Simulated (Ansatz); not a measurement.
Defect migration in rock-salt TiN: Si-vacancy pair (Si on one host Ti site, one Ti site vacant), neutral cell. Computed with PBE, PAW (plane waves to 420 eV; Ansatz, a program for electronic structure).

Settings: 64 host sites, the relaxed PBE lattice, a 2×2×2 k-point mesh shifted by half a step, smearing 0.10 eV, spin-restricted, no image-charge correction. No zero-point or tunnelling terms. Forms of the defect that were not tried may lie lower.

Barriers: single points on a 4×4×4 k-point mesh shifted by half a step at the bands' geometries (they differ from the bands' own by up to 0.05 eV, and are uncertain by about as much).

The step: direct exchange of Si with the vacancy (Si-vacancy distance between ideal sites 3.00 Å throughout). Atoms about the jump, Cartesian Å from the middle of the jump, before and after:

```
atom     x0     y0     z0     x1     y1     z1
----  -----  -----  -----  -----  -----  -----
Si1    0.00  -0.98  -0.98   0.00   0.98   0.98
N2     0.00  -1.11   0.92   0.00  -0.92   1.11
N3     0.00   0.92  -1.11   0.00   1.11  -0.92
N4    -1.98  -1.06  -1.06  -2.16  -1.06  -1.06
N5    -2.16   1.06   1.06  -1.98   1.06   1.06
Ti6   -2.11  -1.02   1.08  -2.11  -1.08   1.02
Ti7   -2.11   1.07  -1.02  -2.11   1.02  -1.07
N8     1.98  -1.06  -1.06   2.16  -1.06  -1.06
Ti9    2.11  -1.02   1.08   2.11  -1.08   1.02
Ti10   2.11   1.07  -1.02   2.11   1.02  -1.07
N11    0.00  -3.01  -1.06   0.00  -3.22  -1.04
N12    0.00  -1.06  -3.01   0.00  -1.04  -3.22
Ti13   0.00  -3.18   1.11   0.00  -3.11   0.99
Ti14   0.00   1.11  -3.17   0.00   0.99  -3.11
N15    2.16   1.06   1.06   1.98   1.06   1.06
Ti16  -2.13  -3.20  -1.05  -2.06  -3.12  -1.05
Ti17  -2.13  -1.06  -3.20  -2.06  -1.06  -3.12
Ti18   0.00  -0.99   3.11   0.00  -1.11   3.18
Ti19   0.00   3.11  -0.99   0.00   3.17  -1.11
N20   -2.12  -3.20   1.07  -2.11  -3.18   1.06
N21   -2.12   1.06  -3.20  -2.11   1.06  -3.18
N22    0.00   1.04   3.22   0.00   1.06   3.01
N23    0.00   3.22   1.04   0.00   3.01   1.06
Ti24  -4.25  -1.06  -1.06  -4.25  -1.05  -1.05
N25   -2.11  -1.06   3.18  -2.12  -1.07   3.20
N26   -2.11   3.18  -1.06  -2.12   3.20  -1.06
Ti27  -2.06   1.05   3.12  -2.13   1.05   3.20
Ti28  -2.06   3.12   1.06  -2.13   3.20   1.06
```

Task: Predict the transition state.

Result: 
| atom | x | y | z |
|---|---|---|---|
| Si1 | -0.56 | -0.22 | -0.23 |
| N2 | 0.00 | -1.09 | 1.08 |
| N3 | 0.00 | 1.09 | -1.10 |
| N4 | -1.96 | -0.97 | -0.98 |
| N5 | -2.07 | 0.98 | 0.98 |
| Ti6 | -2.29 | -1.15 | 1.25 |
| Ti7 | -2.29 | 1.25 | -1.16 |
| N8 | 2.19 | -1.05 | -1.06 |
| Ti9 | 2.19 | -1.01 | 1.03 |
| Ti10 | 2.19 | 1.03 | -1.02 |
| N11 | 0.02 | -3.22 | -1.05 |
| N12 | 0.02 | -1.04 | -3.23 |
| Ti13 | 0.02 | -3.18 | 1.02 |
| Ti14 | 0.02 | 1.03 | -3.19 |
| N15 | 2.18 | 1.07 | 1.06 |
| Ti16 | -2.04 | -3.22 | -1.05 |
| Ti17 | -2.04 | -1.04 | -3.23 |
| Ti18 | 0.02 | -0.99 | 3.17 |
| Ti19 | 0.02 | 3.18 | -1.00 |
| N20 | -2.12 | -3.21 | 1.08 |
| N21 | -2.12 | 1.09 | -3.22 |
| N22 | 0.01 | 1.06 | 3.22 |
| N23 | 0.01 | 3.23 | 1.06 |
| Ti24 | -4.21 | -1.05 | -1.06 |
| N25 | -2.12 | -1.07 | 3.24 |
| N26 | -2.12 | 3.25 | -1.07 |
| Ti27 | -2.05 | 1.06 | 3.16 |
| Ti28 | -2.05 | 3.17 | 1.05 |
It lies 1.02 eV above the start and 1.02 eV above the end. The program found a first-order saddle point. Symmetry-equivalent saddle points exist between the same ends.
